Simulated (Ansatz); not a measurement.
For LaNbN₃ (model structure, Pm-3m, No. 221, 5 atoms in the cell), LDA in Ansatz (plane waves, PAW) gives:

```
Quantity                         Result
------------------------------  -------
equilibrium lattice constant a  4.037 Å
bulk modulus                    221 GPa
```

Problem. What does r²SCAN (PAW; Ansatz, an electronic-structure program) give for the same quantities?

Solution. 
- lattice constant a: 4.090 Å (goes up by 1.3 %)
- bulk modulus: 209 GPa (shrinks by 5.4 %)

Changes are worked out from the printed values.

Unless a cell is named, each level is at its own relaxed cell (LDA 13.16, r²SCAN 13.68 Å³/atom).

Caveats: the bulk modulus is −V dP/dV from two relaxed cells at ±2 % in volume (LDA, r²SCAN). Ansatz's density-functional and Hartree–Fock values are scalar-relativistic unless marked +SOC, with PAW data made under PBE.

A model structure was made by putting elements into a prototype or built by hand; it is no filed structure, need not be a known phase, and can be a saddle point held by its symmetry.
